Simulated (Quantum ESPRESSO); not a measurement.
**Quick settings and what they miss: Hf (P6_3/mmc, 2 atoms in the cell)**

Self-consistent single point.

```yaml
crystal:
  lattice:
    - [3.18791, 0.00000, 0.00000]
    - [-1.59396, 2.76081, 0.00000]
    - [0.00000, 0.00000, 5.03798]
  atoms:
    - { symbol: Hf, position: [0.33333, 0.66667, 0.25000] }
    - { symbol: Hf, position: [0.66667, 0.33333, 0.75000] }
```

Method: LDA (PW92), PseudoDojo standard norm-conserving (LDA) pseudopotentials (plane waves; Quantum ESPRESSO).

Base settings: ecutwfc = 60 Ry; occupations = smearing; smearing = methfessel-paxton; degauss = 0.0147 Ry; potentials = {Hf: Hf.upf}; K_POINTS = automatic 8 8 5 0 0 0; conv_thr = 1e-10 Ry; mixing_beta = 0.7.

Tight run (finer mesh or higher cutoff; not a proven limit): ecutwfc: 60 Ry → 84 Ry; conv_thr: 1e-10 Ry → 7.3e-11 Ry; K_POINTS: automatic 8 8 5 0 0 0 → automatic 11 11 7 0 0 0. It gave Fermi level (on the code's own zero) 14.43 eV; pressure -7.91 GPa.

Quick runs, as changes from the base:
- A: the base itself
- B: ecutwfc: 60 Ry → 48 Ry; smearing: methfessel-paxton → fermi-dirac; degauss: 0.0147 Ry → 0.019992 Ry; conv_thr: 1e-10 Ry → 7.3e-06 Ry; K_POINTS: automatic 8 8 5 0 0 0 → automatic 2 2 2 0 0 0; potentials: PseudoDojo standard norm-conserving (PBESOL) [PBEsol]
- C: ecutwfc: 60 Ry → 42 Ry; conv_thr: 1e-10 Ry → 7.3e-06 Ry; K_POINTS: automatic 8 8 5 0 0 0 → automatic 4 4 4 0 0 0
- D: K_POINTS: automatic 8 8 5 0 0 0 → automatic 4 4 4 1 1 1
- E: ecutwfc: 60 Ry → 48 Ry; K_POINTS: automatic 8 8 5 0 0 0 → automatic 6 6 6 0 0 0
- F: ecutwfc: 60 Ry → 30 Ry; degauss: 0.0147 Ry → 0.019992 Ry; K_POINTS: automatic 8 8 5 0 0 0 → automatic 2 2 2 0 0 0

Energies are extrapolated to zero smearing width, which holds to low order in the width alone (under cold and Methfessel-Paxton smearing the free energy itself is taken).

Dashes: energy of B, another energy zero; pressure of B, C, not trusted under this conv_thr with d or f elements.

† marks runs with another functional, U, potentials or spin treatment: their distance from the tight run is not a convergence error alone.

The count of work is k-points × plane waves × bands × iterations; it is no time. 

The starting cell comes from a database of computed structures (which also holds hypothetical and non-ambient phases and stackings), without a prior relaxation at this level. Its lattice was rescaled by a random factor within 2.5 % of one. In the base run, with a pressure of about -8 GPa the cell is away from its equilibrium volume at this level.

```tsv
run	energy less tight (meV/atom)	pressure less tight (GPa)	count of work / tight
A	-0.9	0.19	0.29
B†	–	–	0.016
C	74.6	–	0.039
D	7.8	0.76	0.11
E	28.4	-0.75	0.19
F	568.5	-35.86	0.035
```

Among the runs at the tight run's level, the energy misses run from 0.9 to 568.5 meV/atom.
